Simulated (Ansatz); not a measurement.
The starting structures come from a database of crystals and need not be the phases stable at ambient conditions.

The decay constant κ of evanescent states in the gap governs leakage through a thin film.

```
CELL_PARAMETERS angstrom
      6.31136     0.00000     0.00000
      0.00000     6.46567     0.00000
      0.00000     0.00000     4.17879
ATOMIC_POSITIONS crystal
  Ca 0.50000 0.50000 0.50000
  Ca 0.00000 0.00000 0.00000
  Cl 0.21811 0.82466 0.50000
  Cl 0.78189 0.17534 0.50000
  Cl 0.71811 0.67534 0.00000
  Cl 0.28189 0.32466 0.00000
```

Space group of this cell: Pnnm. The cell is taken as given.

Transport runs along the normal of the first two printed cell vectors.

No gap correction and no spin-orbit coupling; mid-gap values are interpolated between computed energies.

Problem. Predict the band gap and the smallest decay constant κ at mid-gap from Ansatz (a program for electronic structure) with r2SCAN.

Solution. Gap 5.98 eV on a 6×6×8 mesh; κ = 0.419 1/Å, at the zone centre.
